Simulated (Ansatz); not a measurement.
PBE against r2SCAN: LiNbO3, pressure 15 GPa

The reference is LiNbO3 (space group R3c, No. 161; a = 5.190 Å, c = 14.016 Å (hexagonal axes)).

(Cell as relaxed with PBE.)

Levels (all Ansatz, a quantum-chemistry and plane-wave program, PAW): PBE (420 eV, without spin-orbit coupling); r2SCAN (500 eV, without spin-orbit coupling).

Each level relaxes its own structure.

```
base                      PBE    r2SCAN
-------------------  --------  --------
volume per atom      10.90 Å³  10.58 Å³
lattice parameter a   5.190 Å   5.137 Å
```

Perturbation: a hydrostatic pressure of 15 GPa.

```tsv
quantity	PBE	r2SCAN
c/a ratio	2.719	?
volume per atom	9.76 Å³	?
```

Predict the r2SCAN column.


- c/a ratio, r2SCAN: 2.721
- volume per atom, r2SCAN: 9.56 Å³

PBE's c/a ratio lies 0.002 below r2SCAN's; PBE's volume per atom lies 0.20 Å³ above r2SCAN's (2.1 %). Neither level is exact; r2SCAN is the comparison here, not a measurement.

Load acts through the strain it causes; cell and atoms are relaxed under it. Stability against distortions was not tested. Competing high-pressure phases were not computed.
